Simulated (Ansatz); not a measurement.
BAs (model structure, Pm-3m, No. 221, 2 atoms in the cell) was calculated with r²SCAN (plane waves, PAW; Ansatz, an electronic-structure program).

Run with plane-wave cutoff 560 eV, 20×20×20 k mesh, Fermi–Dirac smearing 0.05 eV, scalar-relativistic PAW data made under PBE.

Cell (relaxed at this level):

```yaml
crystal:
  lattice:
    - [2.93374, 0.00000, 0.00000]
    - [0.00000, 2.93374, 0.00000]
    - [0.00000, 0.00000, 2.93374]
  atoms:
    - { symbol: B, position: [0.00000, 0.00000, 0.00000] }
    - { symbol: As, position: [0.50000, 0.50000, 0.50000] }
```

**Question.** Predict the bulk modulus B0.

**Answer.** 
- bulk modulus B0 = 103 GPa

The run finds no gap.

Note: the bulk modulus is −V dP/dV from two relaxed cells at ±2 % in volume; the relaxation could raise the start's symmetry but not lower it, so the cell can be a saddle point.

Computed values are for the static lattice.

Computing time: very roughly 100 core-seconds.

A model structure was made by putting elements into a prototype or built by hand; it is no filed structure, need not be a known phase, and can be a saddle point held by its symmetry.
